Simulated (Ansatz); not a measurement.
Worked calculations on one periodic cell of amorphous Si₂₇O₂₄N₂₀: Si27O24N20, 71 atoms, volume 871.3 Å³, made by a melt-quench on the CHGNet potential and relaxed with DFT. O and N atoms were pushed apart under 1.9 Å during the dynamics, to hinder bonds among them. It is a model cell: composition and starting density were chosen by hand, and all elements were melted together. Cycles of charging were run to anneal it. Calculation: PBE, scalar-relativistic without spin-orbit coupling (plane waves to 420 eV, PAW; Ansatz, an electronic-structure program). Sampling: a 2×2×2 Γ-centred mesh; Fermi-Dirac width 0.02 eV; no spin polarisation. Its volume was held where the quench left it, its shape was free, and it stands at a mean pressure of 5.5 GPa with stress components up to 5.6 GPa; the relaxation ran on the zone centre alone. Its density went from a set 2.71 to 2.71 g/cm³. The cell is small and was quenched far faster than a real film, so it is one sample of the glass.

Question: Count formal charges (Si +4, O -2, N -3). What does the count lead one to expect at the Fermi level, and what does the calculation give?

Answer: 27 × (+4) + 24 × (-2) + 20 × (-3) = 0. The charges balance, so the anion-derived valence states can be full and a gap can open. On this mesh the highest filled and lowest empty level lie 3.29 eV apart, the PBE gap of this cell, with a localised state at one edge or both.

Four energies for an added electron at PBE on the zone centre alone (charged cells in a uniform background, spin-polarised): neutral at the neutral geometry -38527.860 eV; charged at the neutral geometry -38519.081 eV; charged and relaxed -38519.529 eV; neutral at the charged geometry -38526.510 eV.

Question: Find the two relaxation energies and their sum, the reorganisation energy.

Answer: On charging: -38519.081 − (-38519.529) = 0.448 eV. On discharging: -38526.510 − (-38527.860) = 1.350 eV. The sum is 1.798 eV. The carrier's level spreads over 4 of the 71 atoms' worth, so it counts as localised, most on one Si atom with neighbours O 1.61 Å, O 1.66 Å, N 1.75 Å, N 1.78 Å (neutral geometry). The values are uncorrected: the image energy of a point charge in this cell, 2.84 × 14.40 / (2 × 9.6) = 2.1 eV before screening, is screened by electrons alone at the fixed geometry and by ions too after relaxing, and the carrier can be spread before it relaxes, so each term can be off by up to that value times 1/ε∞, some tenths of an eV. PBE's self-interaction favours spread-out carriers, so a hybrid can localise more.

Four energies for a hole at PBE on the zone centre alone (charged cells in a uniform background, spin-polarised): neutral at the neutral geometry -38527.860 eV; charged at the neutral geometry -38533.013 eV; charged and relaxed -38533.388 eV; neutral at the charged geometry -38527.380 eV.

Question: Find the two relaxation energies and their sum, the reorganisation energy.

Answer: On charging: -38533.013 − (-38533.388) = 0.375 eV. On discharging: -38527.380 − (-38527.860) = 0.480 eV. The sum is 0.855 eV. The carrier's level spreads over 4 of the 71 atoms' worth, so it counts as localised, most on one N atom with neighbours Si 1.61 Å, Si 1.65 Å (neutral geometry). The values are uncorrected: the image energy of a point charge in this cell, 2.84 × 14.40 / (2 × 9.6) = 2.1 eV before screening, is screened by electrons alone at the fixed geometry and by ions too after relaxing, and the carrier can be spread before it relaxes, so each term can be off by up to that value times 1/ε∞, some tenths of an eV. PBE's self-interaction favours spread-out carriers, so a hybrid can localise more.
